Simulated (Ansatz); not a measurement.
Consider C in the diamond structure (space group Fd-3m, No. 227).

```
CELL_PARAMETERS angstrom
      0.00000     1.77690     1.77690
      1.77690     0.00000     1.77690
      1.77690     1.77690     0.00000
ATOMIC_POSITIONS crystal
  C  0.50000 0.50000 0.50000
  C  0.75000 0.75000 0.75000
```

The values are results of PBEsol, PAW, 420 eV (Ansatz, a quantum-chemistry and plane-wave program; scalar-relativistic without spin-orbit coupling), not measurements.

For the base:

```
Property                         Result
-----------------------------  --------
Shortest interatomic distance  153.9 pm
Band gap                        4.03 eV
Width of the top valence band   8.51 eV
```

Now apply this change: a hydrostatic pressure of 75 GPa.

Question: What does the calculation give for the shortest interatomic distance after the change?

Answer: The shortest interatomic distance falls by 6.6 pm to 147.3 pm.

Question: Estimate the effect on the band gap.

Answer: The band gap increases by 0.31 eV, from 4.03 eV to 4.34 eV.

Question: Predict the new width of the top valence band.

Answer: The width of the top valence band goes up by 1.21 eV to 9.72 eV.

Load acts through the strain it causes; cell and atoms are relaxed under it. Whether these cells are dynamically stable was not tested. No other phases were tried under pressure.
